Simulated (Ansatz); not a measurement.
## InP, pressure series

The parent structure is InP in the zinc blende structure (space group F-43m, No. 216).

```cif
data_In4P4
_chemical_formula_sum 'In4 P4'
_space_group_name_H-M_alt 'F-43m'
_space_group_IT_number 216
_space_group_name_Hall 'F -4 2 3'
_cell_length_a 5.87843
_cell_length_b 5.87843
_cell_length_c 5.87843
_cell_angle_alpha 90.000
_cell_angle_beta 90.000
_cell_angle_gamma 90.000
loop_
_atom_site_label
_atom_site_type_symbol
_atom_site_symmetry_multiplicity
_atom_site_Wyckoff_symbol
_atom_site_fract_x
_atom_site_fract_y
_atom_site_fract_z
_atom_site_occupancy
In1 In 4 a 0.00000 0.00000 0.00000 1
P1 P 4 d 0.75000 0.75000 0.75000 1
```
(The calculation used a cell of 2 atoms; values per cell refer to that cell.)

Cell and atoms are relaxed at each pressure.

The values are results of PBEsol (Ansatz, a program for electronic structure, PAW, no spin-orbit coupling), not measurements.

Computed cases, in order: pressure −2 GPa; pressure −1 GPa; 0 GPa (base); pressure 0.9 GPa; pressure 2.1 GPa; pressure 4.5 GPa; pressure 9 GPa; pressure 15 GPa; pressure 22.5 GPa; pressure 30 GPa.

### Question
Between which two neighbouring cases does the gap turn between direct and indirect?

### Answer
Between pressure 9 GPa (1.13 eV, direct at Γ) and pressure 15 GPa (1.34 eV, indirect, Γ → X). The whole series: pressure −2 GPa: 0.40 eV, direct at Γ; pressure −1 GPa: 0.49 eV, direct at Γ; 0 GPa (base): 0.57 eV, direct at Γ; pressure 0.9 GPa: 0.64 eV, direct at Γ; pressure 2.1 GPa: 0.73 eV, direct at Γ; pressure 4.5 GPa: 0.88 eV, direct at Γ; pressure 9 GPa: 1.13 eV, direct at Γ; pressure 15 GPa: 1.34 eV, indirect, Γ → X; pressure 22.5 GPa: 1.22 eV, indirect, Γ → X; pressure 30 GPa: 1.11 eV, indirect, Γ → X.

Load acts through the strain it causes; cell and atoms are relaxed under it. Stability against distortions was not tested. Measured, InP leaves this structure (for rock salt) near 9.8 GPa (temperature not stated; as listed in Datta, Sujoy, Jana, Debnarayan, arXiv (2020)).
